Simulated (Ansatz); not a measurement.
The parent structure is Ga$_{2}$O$_{3}$ in the corundum structure (space group R-3c, No. 167; a = 4.9499 Å, c = 13.3058 Å (hexagonal axes)). Axes: x lies along a and z along c of the hexagonal cell.

Method: LDA (Ansatz, a program for electronic structure, PAW, no spin-orbit coupling).

Base values:

| Quantity | Result |
|---|---|
| Band gap | 3.04 eV |
| Electron mass | 0.24 mₑ (at Γ) |

It is then changed as follows: compressive biaxial strain of 2.25 % in the plane normal to [001], as in epitaxy on a mismatched substrate; the out-of-plane cell vector and the atoms relax.

Estimate the effect on the band gap, electron mass and out-of-plane strain.

The band gap rises by 0.30 eV (3.04 eV → 3.34 eV); the electron mass becomes 0.26 mₑ (at Γ) (base: 0.24 mₑ (at Γ)); the out-of-plane strain comes out as +1.82 %.

Effective masses come from finite differences of ±0.01 Å⁻¹. Whether these cells are dynamically stable was not tested.
